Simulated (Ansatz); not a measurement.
## A computed series for ZrO2: point defects

Start from a 12-atom supercell of ZrO2 (space group P4_2/nmc, No. 137; a = 3.6208 Å, c = 5.2843 Å) at its relaxed geometry.

One neutral defect a cell, atoms relaxed at fixed cell.

The values are results of PBE (Ansatz, a first-principles code; PAW; 420 eV plane waves; spin-orbit coupling left out), earlier PAW set, not measurements.

| case | largest displacement of a host atom from its site in the perfect cell | pressure |
|---|---|---|
| perfect supercell | – | 0.0 GPa |
| O vacancy | 0.04 Å | -2.4 GPa |
| Cr on a Zr site | 0.35 Å | -8.8 GPa |
| Zr on a O site (antisite) | 2.18 Å | 31.2 GPa |

The cell is small, so the values are those of an ordered compound at a high defect concentration; dilute-limit values will differ. Starting moments died away, wholly or in part, for O vacancy and Zr on a O site (antisite); another magnetic solution may exist. No Hubbard U is applied and the magnetic state is the run's own (Zr3CrO8 magnetic); small cells can't hold the antiferromagnetic order that many such compounds have, so gaps and moments can be off. This is not the structure that ZrO2 has at room temperature and ambient pressure.
